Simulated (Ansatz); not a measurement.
ZnCu$_{2}$SnSe$_{4}$ (space group I-4, No. 82)

```
ZnCu2SnSe4
1.0
   -2.84961     2.84961     5.69125
    2.84961    -2.84961     5.69125
    2.84961     2.84961    -5.69125
Cu Zn Sn Se
2 1 1 4
Direct
  0.00000   0.00000   0.00000
  0.75000   0.25000   0.50000
  0.25000   0.75000   0.50000
  0.50000   0.50000   0.00000
  0.63688   0.62917   0.52591
  0.10326   0.11097   0.47409
  0.37083   0.89674   0.00771
  0.88903   0.36312   0.99229
```

Computed with Ansatz (an electronic-structure program), r2SCAN, PAW, cutoff 500 eV, without spin-orbit coupling. Settings: 8×8×8 k-points, 0.05 eV Fermi–Dirac smearing.

```json
{
 "volume_per_atom": "23.11 Å³",
 "density": "5.63 g/cm³",
 "band_gap": "0.08 eV (uncertain: the edges found on the path are not clean extrema)",
 "total_energy": "-5567.887 eV/atom (σ→0; compares only within this code and set-up)"
}
```

Whether these cells are dynamically stable was not tested. The final runs are not spin-polarised. The zero or small gap of ZnCu2SnSe4 can change with the level of theory.
